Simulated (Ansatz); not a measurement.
**TiN: isotropic strain −1.33 %**

Consider TiN in the rock salt structure (space group Fm-3m, No. 225; a = 4.233 Å; relaxed with 0.1 eV smearing).

It is then changed as follows: an isotropic linear strain of −1.33 %; the atoms relax in the strained cell.

Computed with Ansatz (a program for electronic structure), r2SCAN, PAW, cutoff 500 eV, no spin-orbit coupling. Γ-centred 23×23×23 mesh, Fermi–Dirac width 0.1 eV.

```csv
quantity,base,changed,shift
volume per atom,9.48 Å³,9.11 Å³,-0.37 Å³
space group,Fm-3m (No. 225),Fm-3m (No. 225),–
shortest interatomic distance,211.7 pm,208.8 pm,-2.81 pm
energy relative to the base (free energy F),0 meV/atom,+15 meV/atom,+15 meV/atom
pressure,0.0 GPa,12.9 GPa,+12.9 GPa
band gap,zero,zero,–
```

Stability against distortions was not tested. All final runs are without spin polarisation. An odd electron count without spin: TiN.
